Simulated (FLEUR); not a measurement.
Input and output of a self-consistent single point for GaFe3 (Pm-3m, 4 atoms in the cell) (FLEUR).

Computed with LDA (Perdew-Zunger), all-electron FLAPW (FLEUR), scalar-relativistic valence.

The change in words: lattice scaled by 0.98. Reference geometry:
```yaml
crystal:
  lattice:
    - [3.63803, 0.00000, 0.00000]
    - [0.00000, 3.63803, 0.00000]
    - [0.00000, 0.00000, 3.63803]
  atoms:
    - { symbol: Ga, position: [0.00000, 0.00000, 0.00000] }
    - { symbol: Fe, position: [0.00000, 0.50000, 0.50000], spin: 4.0 }
    - { symbol: Fe, position: [0.50000, 0.00000, 0.50000], spin: 4.0 }
    - { symbol: Fe, position: [0.50000, 0.50000, 0.00000], spin: 4.0 }
```
(The spins are starting values, not results.)

Reference input (self-consistent single point, DFT, LDA (Perdew-Zunger), all-electron FLAPW (FLEUR), scalar-relativistic valence): Kmax = 3.5 1/bohr; GmaxXC = 12.2 1/bohr; xcFunctional = pz; jspins = 2; l_soc = F; mode = gauss; fermiSmearingEnergy = 0.00999582 Htr; mesh (inpgen div1-3) = 6 6 6; inpgen gamma flag = true; Gmax = 12.2 1/bohr; numbands = 0; maxIterBroyd = 15. This run's input differs from it in these lines:

```diff
@@ -3,5 +3,5 @@
 &input film=f /
-3.6380300000 0.0000000000 0.0000000000
-0.0000000000 3.6380300000 0.0000000000
-0.0000000000 0.0000000000 3.6380300000
+3.5652690000 0.0000000000 0.0000000000
+0.0000000000 3.5652690000 0.0000000000
+0.0000000000 0.0000000000 3.5652690000
 1.8897261246
@@ -46,5 +46,5 @@
          <bravaisMatrix>
-            <row-1>    6.8748803330785382     0.0000000000000000     0.0000000000000000</row-1>
-            <row-2>    0.0000000000000000     6.8748803330785382     0.0000000000000000</row-2>
-            <row-3>    0.0000000000000000     0.0000000000000000     6.8748803330785382</row-3>
+            <row-1>    6.7373819705265170     0.0000000000000000     0.0000000000000000</row-1>
+            <row-2>    0.0000000000000000     6.7373819705265170     0.0000000000000000</row-2>
+            <row-3>    0.0000000000000000     0.0000000000000000     6.7373819705265170</row-3>
          </bravaisMatrix>
```

Log, with long lists cut:

```
 Iteration:     1   Distance:      40.34679559 me/bohr^3
 Iteration:     2   Distance:      38.65707744 me/bohr^3
 Iteration:     3   Distance:      13.97166012 me/bohr^3
 Iteration:     4   Distance:       9.03472624 me/bohr^3
 Iteration:     5   Distance:       5.71852853 me/bohr^3
   [... 17 lines left out ...]
 Iteration:    23   Distance:       0.00004873 me/bohr^3
 Iteration:    24   Distance:       0.00001103 me/bohr^3
 Iteration:    25   Distance:       0.00001114 me/bohr^3
 Iteration:    26   Distance:       0.00000067 me/bohr^3
 Run finished successfully
 Stop message:
   Structural relaxation: Done

[file out, last iteration]
             iter=     27
[...]
          total density-effective poten   -9.1488188819E+03
          total charge density-energy d   -2.3400096818E+02
 Updated energy parameters for spin:           1
 Updated energy parameters for spin:           2
[...]
 fermi energy and band-weighting factors:

[...]
FERMIE:
          first approx. to ef    (T=0)  :   0.385162 htr   (energy of the highest occ. eigenvalue)
          number of occ. states  (T=0)  :       1215
          first approx. to seigv (T=0)  : -38.433565 htr
          sum of weights of occ. states :  61.013889
          sum of semicore charge        :   0.000000 e
          fermi energy=   0.38550 har   work function= -10.49008 ev
   [... lines left out ...]
          total moment                 =     6.16815
 Direct bandgap for spin            1 :    1.0436675520874905E-002  Htr
 Direct bandgap for spin            2 :    1.2936044144859715E-002  Htr
 ---->    free energy=                     -5753.0655090980 htr
   [... lines left out ...]
 ***** TOTAL FORCES ON ATOMS *****
 TOTAL FORCE FOR ATOM TYPE=  1  X=  0.000   Y=  0.000   Z=  0.000
                       FX_TOT= 0.000000 FY_TOT= 0.000000 FZ_TOT= 0.000000
 TOTAL FORCE FOR ATOM TYPE=  2  X=  0.000   Y=  3.369   Z=  3.369
                       FX_TOT= 0.000000 FY_TOT= 0.000000 FZ_TOT= 0.000000
 Structural relaxation: Done
```

The run converged in 26 iterations. FLEUR gives forces in its relaxation mode, with a further iteration, so its stop message speaks of a relaxation. Against the reference run the total energy goes down by 36.4 meV/atom and the size of the net moment goes from 1.65 to 1.54 μB/atom.

The starting cell comes from a database of computed structures (which also holds hypothetical and non-ambient phases and stackings), without a prior relaxation at this level. For this run, on top of that: lattice scaled by 0.98. The magnetic order is the one reached from the typed start; others were not searched systematically. Values depend on the basis (sphere radii, cutoffs, local orbitals), which need not be converged. The log's line on a gap gives a spacing of levels on this mesh, which the program prints for metals too.

Cost on one core of a shared machine: roughly 50 s.
